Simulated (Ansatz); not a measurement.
Take MoS₂ (space group P6_3/mmc, No. 194; a = 3.149 Å, c = 12.091 Å; layered, stacked along the Cartesian z axis) as the base.

Levels (all Ansatz, a program for electronic structure, PAW, earlier PAW set): PBE-D3(BJ) (420 eV, no SOC); r2SCAN+rVV10 (500 eV, spin-orbit coupling left out); HSE06 (420 eV, spin-orbit coupling left out).

Levels that relaxed their own cell: PBE-D3(BJ) and r2SCAN+rVV10.

```
level         band gap  lattice parameter a  lattice parameter c
------------  --------  -------------------  -------------------
PBE-D3(BJ)     0.78 eV              3.149 Å             12.091 Å
r2SCAN+rVV10   1.01 eV              3.173 Å             12.437 Å
HSE06          1.47 eV                    –                    –
```

Measured: band gap 1.23 eV (room temperature; as listed in Carlos M. O. Bastos et al., Physical Review Materials (2019)); lattice parameter a 3.16 Å (room temperature; as listed in arXiv:1605.07067); lattice parameter c 12.294 Å (room temperature; as listed in arXiv:1605.07067).

Computed minus measured — band gap: PBE-D3(BJ) -0.45 eV, r2SCAN+rVV10 -0.22 eV, HSE06 +0.24 eV (closest: r2SCAN+rVV10 and HSE06); lattice parameter a: PBE-D3(BJ) -0.3 %, r2SCAN+rVV10 +0.4 %; lattice parameter c: PBE-D3(BJ) -1.7 %, r2SCAN+rVV10 +1.2 % (closest: r2SCAN+rVV10). Measured values not marked as corrected hold thermal and zero-point effects that the static-lattice runs lack. A measured gap can be an optical one, lowered by exciton binding. Levels without spin-orbit coupling miss its effect on the gap.

Single points use the geometry relaxed with r2SCAN+rVV10. HSE06 gaps are upper bounds (no full band path). Stability against distortions was not tested.
